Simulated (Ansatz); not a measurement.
The cell is built on a prototype and need not be the phase stable at ambient conditions.

By r2SCAN, the system below comes out a metal.

Without scattering a metal conducts by its projected Fermi surface.

Input:

```yaml
crystal:
  lattice:
    - [5.47811, 0.00000, 0.00000]
    - [0.00000, 7.12797, 0.00000]
    - [2.73905, 0.00000, 2.73905]
  atoms:
    - { symbol: Y, position: [0.00000, 0.00000, 0.00000] }
    - { symbol: Y, position: [0.50000, 0.00000, 0.00000] }
    - { symbol: Y, position: [0.50000, 0.37472, 0.50000] }
    - { symbol: Y, position: [0.00000, 0.62528, 0.50000] }
    - { symbol: N, position: [0.50000, 0.71829, 0.50000] }
    - { symbol: N, position: [0.00000, 0.28171, 0.50000] }
```

Space group of this cell: P4/nmm. The cell was relaxed by PBE-D3(BJ); by r2SCAN its mean pressure is 2.0 GPa.

The current flows along the normal of the first two printed cell vectors. No spin-orbit coupling; the value is a mean over 0.1 eV about the Fermi level.

Q: Compute, with r2SCAN in Ansatz (a first-principles code), the ballistic conductance per area.

A: 0.56 × 10¹⁵ S/m² for both spins.
